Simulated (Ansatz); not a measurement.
**Harmonic thermodynamics of rock salt KI**

Per mole of formula units at the relaxed static volume; finite displacements on a 3×3×3 mesh, PBE density-functional theory in Ansatz (plane waves, PAW), k mesh 6×6×6; sums on an interpolated 6×6×6 mesh. Spin-orbit coupling is not included. Zero-point energy 2.45 kJ/mol.

```
T (K)  F_vib (kJ/mol)  S (J/mol/K)  C_V (J/mol/K)
-----  --------------  -----------  -------------
100             -0.33         57.6           45.5
150             -3.71         76.6           47.8
200               [?]          [?]            [?]
250            -12.71        101.3           49.0
300            -18.00        110.3           49.3
400            -29.78        124.5           49.5
600            -56.82        144.6           49.6
800            -87.24        158.9           49.7
1000          -120.17        170.0           49.7
```

Task: What belongs in the gaps?

Result: 
- 200, F_vib (kJ/mol): -7.90
- 200, S (J/mol/K): 90.4
- 200, C_V (J/mol/K): 48.6

Whether this phase is the stable one at each condition was not tested.

Ansatz is an electronic-structure program.
